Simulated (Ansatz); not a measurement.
**A computed series for TiO2: response to strain**

Base system: TiO2 in the rutile structure (space group P4_2/mnm, No. 136; a = 4.597 Å, c = 2.954 Å). Axes: x, y, z lie along a, b, c of the conventional cell.

Strains are applied to the cell and any free atomic positions relax; under biaxial strain the out-of-plane vector relaxes too.

Levels (all Ansatz, a first-principles code, PAW): r2SCAN (500 eV, scalar-relativistic without spin-orbit coupling); HSE06 (420 eV, without spin-orbit coupling).

Band gaps by level, all at the geometries relaxed with r2SCAN:

```json
[
 {"case": "base", "r2SCAN": "2.22 eV", "HSE06": "3.38 eV"},
 {"case": "biaxial strain −2.05 %, plane normal [001], relaxed out of plane", "r2SCAN": "2.24 eV", "HSE06": "…"},
 {"case": "biaxial strain +0.63 %, plane normal [001], relaxed out of plane", "r2SCAN": "2.23 eV", "HSE06": "3.38 eV"},
 {"case": "isotropic strain −2.43 %", "r2SCAN": "2.33 eV", "HSE06": "…"}
]
```

### Question
Some entries are withheld; estimate them.

### Answer

- biaxial strain −2.05 %, plane normal [001], relaxed out of plane, HSE06: 3.43 eV
- isotropic strain −2.43 %, HSE06: 3.51 eV

Single points use the geometry relaxed with r2SCAN. Whether these cells are dynamically stable was not tested. The final runs are not spin-polarised.
